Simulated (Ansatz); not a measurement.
Functionals compared on a constructed model of the (100) surface of fcc Rh, a pseudomorphic layer of Zn in the host's stacking (bottom of the slab: a bare face, its two planes held), in Ansatz (plane waves, PAW). The structure was relaxed with PBE; the other rows are single points on it. Cutoff 420 eV (500 eV for r2SCAN).

Slab: 7 atoms, 11.6 Å thick at the start; k 14x14x1, smearing 0.1 eV, dipole-corrected; 2 atoms held, the rest relaxed; held to the start's symmetry, so lower structures may exist; no spin, no spin-orbit, no U. It is one candidate, not shown to be the stable structure of the face. These notes are the PBE run's.

| functional | work function of the top face (eV) | rough cost of the single point |
|---|---|---|
| PBE | 3.94 | – |
| RPBE | (withheld) | about 30 core-seconds (a rough figure) |
| r2SCAN | 3.97 | roughly 60 core-seconds |

Problem. Fill in the missing entries.

Solution. 
- RPBE, work function of the top face (eV): 3.78

Ansatz is a quantum-chemistry and plane-wave program.
